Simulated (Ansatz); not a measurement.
# What pressure 30 GPa does to HgS

Start from HgS in the zinc blende structure (space group F-43m, No. 216; a = 5.9916 Å).

The change: a hydrostatic pressure of 30 GPa.

Computed with Ansatz (a quantum-chemistry and plane-wave program), PBE, PAW, cutoff 420 eV, no spin-orbit coupling. Settings: 10×10×10 k-points, 0.05 eV Fermi–Dirac smearing.

| quantity | base | changed | shift |
|---|---|---|---|
| volume per atom | 26.89 Å³ | 20.08 Å³ | -6.81 Å³ |
| density | 7.18 g/cm³ | 9.62 g/cm³ | +2.435 g/cm³ |
| lattice parameter a | 5.992 Å | 5.436 Å | -0.5554 Å |
| shortest interatomic distance | 2.594 Å | 2.354 Å | -0.240 Å |
| enthalpy H = E + PV relative to the base's energy | – | +4.24 eV/atom | – |
| band gap | zero | zero | – |

Final structure:

```
HgS
1.0
    0.00000     2.71808     2.71808
    2.71808     0.00000     2.71808
    2.71808     2.71808     0.00000
Hg S
1 1
Cartesian
  0.00000   0.00000   0.00000
  1.35904   1.35904   1.35904
```

The mesh was chosen for an insulator and is coarse for the gapless case. Spin-orbit coupling, missing from the scalar runs, can matter with Hg. Load acts through the strain it causes; cell and atoms are relaxed under it. No phonon test of stability was made. Tetrahedral semiconductors of this kind turn to denser phases somewhere between about 1 and 50 GPa; those were not computed, so compressed cells here can lie past the real transition. The final runs are not spin-polarised. A zero or small gap of HgS can be the functional's error rather than a property of the material.
